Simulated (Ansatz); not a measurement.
Base system: a 12-atom supercell of Ca in the fcc (Cu type) structure (space group Fm-3m, No. 225; a = 5.568 Å) at its relaxed geometry.

Computed with r2SCAN (Ansatz, a program for electronic structure, PAW, no SOC).

Base values:

- Pressure: 0.0 GPa

Now apply this change: a neutral Li interstitial (started 2.78 Å from the nearest host atom), atoms relaxed at fixed cell, starting from a slightly rattled geometry.

Question: What does the calculation give for the final site of the added atom, pressure and largest displacement of a host atom from its site in the perfect cell after the change?

Answer: The final site of the added atom is 6 Ca at 2.95 Å (octahedral); the pressure goes from zero to 1.2 GPa; the largest displacement of a host atom from its site in the perfect cell amounts to 0.18 Å.

In so small a cell the defect repeats every few ångströms: this is an ordered compound, not a dilute defect. The defect cell is not spin-polarised.
